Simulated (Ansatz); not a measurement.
We consider CuI (P4/nmm, No. 129, 4 atoms in the cell; start mp-22863; a measured phase of this formula has another space group), described by PBE0 in Ansatz (PAW).

Settings: plane-wave cutoff 460 eV, 6×6×4 k mesh (along the axes of the cell as run), Fermi–Dirac smearing 0.01 eV, no spin polarisation, scalar-relativistic PAW data made under PBE.

Cell (relaxed at this level):

Space group P4/nmm, origin choice 1 (No. 129); a = 4.182 Å, b = 4.182 Å, c = 7.256 Å, α = 90.00°, β = 90.00°, γ = 90.00°

```
atom  site  symmetry       x       y       z
----  ----  --------  ------  ------  ------
Cu      2a      -4m2  0.0000  0.0000  0.0000
I       2c       4mm  0.5000  0.0000  0.2282
```

Problem. Estimate the band gap that the calculation returns.

Solution. 
* **band gap**: 3.75 eV (on the SCF k mesh)

Note: the relaxation could not lower the start's symmetry, so the cell can be a saddle point above a distorted one; the cell has widely spaced layers and the level no dispersion term, so their spacing and the moduli can rest on weak binding.

Spin–orbit coupling is not included; with these elements it can move the gap by several tenths of an eV or more.

The computed numbers hold no vibrational or temperature effects.

Computing time: around 110 core-minutes (rough).

A start named mp-… is a Materials Project structure, which need not be a measured phase.

Ansatz is a program for electronic structure.
